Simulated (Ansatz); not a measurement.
White tin (β-Sn)

Method: revPBE in Ansatz (PAW).

Settings: plane-wave cutoff 520 eV, 20×20×20 k mesh, Fermi–Dirac smearing 0.05 eV, scalar-relativistic PAW data made under PBE.

Cell: relaxed at this level.

```json
{
  "volume_per_atom": "29.03 Å³/atom",
  "bulk_modulus": "44.3 GPa",
  "lattice_constant_a": "5.987 Å",
  "lattice_parameter_c": "3.239 Å",
  "band_gap": "zero (no gap)",
  "pressure derivative B′ of the bulk modulus": "4.9"
}
```

Measured, for comparison: bulk modulus 57.0 GPa (temperature not stated, not corrected to a static lattice; as tabulated in Chen et al. (2023), arXiv:2209.05059); lattice constant a 5.831 Å, lattice parameter c 3.181 Å (293 K, not corrected to a static lattice; as tabulated in Wikipedia's data pages). Computed (rounded) less measured: bulk modulus -22 %, lattice constant a +2.7 %, lattice parameter c +1.8 %.

Note: the bulk modulus comes from volumes at which shape and atoms were relaxed.

Spin–orbit coupling is not included.

Static lattice: no zero-point or thermal effects.

Computing time: around 6 core-minutes (rough).

Ansatz is a first-principles code.
